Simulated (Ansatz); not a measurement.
**InSb (model structure, within 0.1 Å of Fm-3m, No. 225, 8 atoms in the cell)**

These are PBEsol in Ansatz (PAW) values and carry that method's errors.

Settings: plane-wave cutoff 500 eV, 4×10×8 k mesh (along the axes of the cell as run), Fermi–Dirac smearing 0.05 eV, scalar-relativistic PAW data made under PBE.

Cell (relaxed at this level):

```cif
data_In2Sb2
_chemical_formula_sum 'In2 Sb2'
_space_group_name_H-M_alt 'Immm'
_space_group_IT_number 71
_space_group_name_Hall '-I 2 2'
_cell_length_a 4.26224
_cell_length_b 4.27668
_cell_length_c 6.03219
_cell_angle_alpha 90.000
_cell_angle_beta 90.000
_cell_angle_gamma 90.000
loop_
_atom_site_label
_atom_site_type_symbol
_atom_site_symmetry_multiplicity
_atom_site_Wyckoff_symbol
_atom_site_fract_x
_atom_site_fract_y
_atom_site_fract_z
_atom_site_occupancy
In1 In 2 c 0.00000 0.00000 0.50000 1
Sb1 Sb 2 a 0.00000 0.00000 0.00000 1
```
(The calculation used a cell of 8 atoms; values per cell refer to that cell.)

```json
{
  "band_gap": "none"
}
```

Spin–orbit coupling is not included.

It cost around 14 core-minutes (rough) of CPU time.

A model structure was made by putting elements into a prototype or built by hand; it is no filed structure, need not be a known phase, and can be a saddle point held by its symmetry.

Ansatz is a quantum-chemistry and plane-wave program.
